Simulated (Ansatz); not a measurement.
C (model structure, Fd-3m, No. 227, 2 atoms in the cell) was calculated with LDA (plane waves, PAW; Ansatz, a program for electronic structure).

Settings: plane-wave cutoff 520 eV, 34×34×34 k mesh, Fermi–Dirac smearing 0.05 eV, scalar-relativistic PAW data made under PBE.

Cell (relaxed at this level):

```cif
data_C2
_chemical_formula_sum 'C2'
_space_group_name_H-M_alt 'P 1'
_space_group_IT_number 1
_cell_length_a 2.49742
_cell_length_b 2.49742
_cell_length_c 2.49742
_cell_angle_alpha 120.000
_cell_angle_beta 120.000
_cell_angle_gamma 90.000
loop_
_space_group_symop_operation_xyz
  'x, y, z'
loop_
_atom_site_label
_atom_site_type_symbol
_atom_site_fract_x
_atom_site_fract_y
_atom_site_fract_z
_atom_site_occupancy
C1 C 0.00000 0.00000 0.00000 1
C2 C 0.75000 0.25000 0.50000 1
```

What does this level give for the band gap and bulk modulus B0?


- band gap = 4.18 eV (on the SCF k mesh)
- bulk modulus B0 = 468 GPa

Note: the bulk modulus is −V dP/dV from two relaxed cells at ±2 % in volume.

Computed values are for the static lattice.

A model structure was made by putting elements into a prototype or built by hand; here it ended with the formula and space group of a phase in our tables.
